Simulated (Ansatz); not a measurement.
How the Voigt–Reuss–Hill shear modulus of AlB2-type ZrB2 moves with the method

No measured value is used here.

```
level (code)           value (GPa)  cell (Å³/atom)
---------------------  -----------  --------------
LDA (Ansatz)                   251            9.88
BLYP (Ansatz)                  206           10.58
PBE (Ansatz)            (withheld)           10.28
PBEsol (Ansatz)                243           10.07
revPBE (Ansatz)                226           10.40
PBE-D3(BJ) (Ansatz)     (withheld)           10.02
r²SCAN (Ansatz)                239           10.28
r²SCAN+rVV10 (Ansatz)          242           10.24
```

Question: Fill in the missing entries.

Answer: 
- PBE (Ansatz, a first-principles code), value (GPa): 232
- PBE-D3(BJ) (Ansatz), value (GPa): 247

PBE-D3(BJ): the dispersion coefficients are held fixed in the derivatives. Each level is taken at its own relaxed cell. Cutoffs differ between the levels. Ansatz's density-functional and Hartree–Fock values are scalar-relativistic unless marked +SOC, with PAW data made under PBE.
